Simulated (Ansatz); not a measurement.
Electron-phonon data for Ca3GeN (Pm-3m)

Consider the following.

```
Ca3GeN
1.0
    4.75557     0.00000     0.00000
    0.00000     4.75557     0.00000
    0.00000     0.00000     4.75557
Ca Ge N
3 1 1
Direct
  0.50000   0.00000   0.50000
  0.00000   0.50000   0.50000
  0.50000   0.50000   0.00000
  0.00000   0.00000   0.00000
  0.50000   0.50000   0.50000
```

Level of theory: PBEsol, DFPT electron-phonon coupling, linearised Boltzmann equation (plane waves, PAW, scalar-relativistic; Ansatz, a program for electronic structure). Geometry: relaxed with this functional, without spin-orbit coupling.

```yaml
resistivity at 300 K: 68 μΩ·cm
electron mean free path at 300 K (weighted by the current that each state carries): 3.6 nm
drude_plasma_energy: 2.9 eV
Hall coefficient at 300 K: 98 ×10⁻¹¹ m³/C
```

A metal at this level (no band gap). Only scattering by harmonic phonons is included (no impurities, grain boundaries, electron-electron scattering or thermal expansion). Spin-orbit coupling is left out. Halving the electron mesh (20x20x20) moves the resistivity by up to 1 % at 300 K, the mean free path by up to 9 %. Smearing 0.20 eV; phonons on a 3x3x3 q mesh, which this run doesn't test and which matters most at low temperature.

Formula and space group known from diffraction (Crystallography Open Database), not checked to be the room-temperature form: Ca3GeN (Pm-3m).
